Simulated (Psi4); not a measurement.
Psi4 1.11, PBE/def2-tzvp: CC[Se], charge -1, multiplicity 1, 8 atoms. The geometry is a generated start, not checked to be a minimum at this level.

| Property | Result |
|---|---|
| task | energy |
| method | pbe |
| basis | def2-tzvp |
| memory | 3 GB |
| maxiter | 100 |
| keys of the molecule block | symmetry c1 |
| scf_type | df (default) |
| guess | auto, which took SAD (default) |
| scf_initial_accelerator | adiis (default) |
| e_convergence | 1e-06 (default) |
| d_convergence | 1e-06 (default) |
| dft_radial_points | 75 (default) |
| dft_spherical_points | 302 (default) |
| basis functions | 140 |
| grid points | 172143 |

```xyz
8

C     -0.7896     0.1947    -0.0063
C      0.6240    -0.3461     0.0418
Se     1.9689     1.0400    -0.2758
H     -0.9794     0.6591    -0.9736
H     -1.5127    -0.6107     0.1513
H     -0.9269     0.9521     0.7646
H      0.7741    -1.1105    -0.7233
H      0.8417    -0.7786     1.0212
```

Charge -1 and multiplicity 1 are set for this test and not shown to be the ground state.

One run each on 2 threads. Values of diis_max_vecs tried: 3, 6, 10 (default), 20.

**Question.** How does the count of SCF iterations change with diis_max_vecs, and where is it least?

**Answer.** Fewest SCF iterations, within one of each other: 6 with 10, 10 (default) with 10, 20 with 10. The count rises to 18 at 3. All converge to one solution.

```
diis_max_vecs  SCF iterations            end
-------------  --------------  -------------
3                          18  same solution
6                          10  same solution
10 (default)               10  same solution
20                         10  same solution
```
